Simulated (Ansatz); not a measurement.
For hexagonal WC, PBE-D4 in Ansatz (plane waves, PAW) gives:

- lattice parameter a = 2.903 Å
- lattice parameter c = 2.833 Å

Problem. What does HSE06 (Ansatz, a quantum-chemistry and plane-wave program, plane waves, PAW) give for the same quantities?

Solution. 
- lattice constant a: 2.899 Å (falls by 0.1 %)
- lattice parameter c: 2.826 Å (drops by 0.2 %)

For comparison: lattice constant a 2.906 Å (measured, 300 K, no zero-point or thermal correction; as tabulated in Wikipedia's data pages); lattice parameter c 2.837 Å (measured, 300 K, no zero-point or thermal correction; as tabulated in Wikipedia's data pages).

Changes are worked out from the printed values.

Unless a cell is named, each level is at its own relaxed cell (PBE-D4 10.34, HSE06 10.28 Å³/atom).

Levels without +SOC leave out spin–orbit coupling, which shifts energies and cells of such heavy elements.

Caveats: exact exchange on metals is sensitive to the k mesh and can open a false gap (HSE06); the run warned that the count of filled bands differs between k points (HSE06). Ansatz's density-functional and Hartree–Fock values are scalar-relativistic unless marked +SOC, with PAW data made under PBE.
